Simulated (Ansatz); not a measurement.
# Effect of x(Pb) = 0.333, 3 atoms, I4/mmm on Mo

Start from Mo in the bcc (W type) structure (space group Im-3m, No. 229; a = 3.130 Å).

The other end (x = 1) is Pb in the bcc (W type) structure (space group Im-3m, No. 229; a model cell, its experimental status unchecked): 30.01 Å³/atom, gap zero; this end may not be an ambient phase.

It is then changed as follows: a fraction x = 0.333 of the Mo sites is given to Pb, ordered in a cell of 3 atoms (starting symmetry I4/mmm) and fully relaxed.

The values are results of PBEsol/PAW in Ansatz (a first-principles code), no spin-orbit coupling, not measurements. Settings: 20×20×20 k-points, 0.05 eV Fermi–Dirac smearing, for the changed cell.

The volume per atom goes up by 2.38 Å³ (15.33 Å³ → 17.71 Å³) and the density rises by 2.078 g/cm³ (10.40 g/cm³ → 12.47 g/cm³). The band gap remains zero and the mixing energy is +0.49 eV/atom (to 0.01 eV only: unlike meshes or grids) (against an end that may be hypothetical). The deviation of the volume from the linear (Vegard-type) interpolation amounts to -12.4 %.

Each cell is one ordered arrangement of few atoms, which overstates ordering effects compared with a random alloy. Whether these cells are dynamically stable was not tested. The final runs are not spin-polarised. This is not the structure that Pb has at room temperature and ambient pressure.
